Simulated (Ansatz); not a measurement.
**GaP, point defects**

The reference is an 8-atom supercell of GaP in the zinc blende structure (space group F-43m, No. 216) at its relaxed geometry.

```
CELL_PARAMETERS angstrom
     -5.50645     0.00000     0.00000
      0.00000     0.00000     5.50645
      0.00000     5.50645     0.00000
ATOMIC_POSITIONS crystal
  P  0.25000 0.75000 0.75000
  P  0.75000 0.75000 0.25000
  P  0.75000 0.25000 0.75000
  P  0.25000 0.25000 0.25000
  Ga 0.00000 0.00000 0.00000
  Ga 0.50000 0.00000 0.50000
  Ga 0.50000 0.50000 0.00000
  Ga 0.00000 0.50000 0.50000
```

One neutral defect a cell, atoms relaxed at fixed cell.

Levels (all Ansatz, a program for electronic structure, PAW, earlier PAW set): PBE (420 eV, without spin-orbit coupling); PBEsol (420 eV, without spin-orbit coupling).

The base cell above is that of PBE; each level relaxes its own structures.

```csv
case,"pressure, PBE","pressure, PBEsol"
P on a Ga site (antisite),0.3 GPa,0.0 GPa
Ag on a Ga site,1.6 GPa,1.3 GPa
P vacancy,-3.0 GPa,-4.0 GPa
```

PBE lies above PBEsol in every row, by 0.2 GPa to 1.0 GPa. They put the cases in the same order.

Other magnetic orders, which the real material may have, were not ruled out. The cell is small, so the values are those of an ordered compound at a high defect concentration; dilute-limit values will differ. A case with no gap was solved on a k-mesh chosen for an insulator, which is coarse for it. Starting moments died away, wholly or in part, for P on a Ga site (antisite), Ag on a Ga site and P vacancy; another magnetic solution may exist.
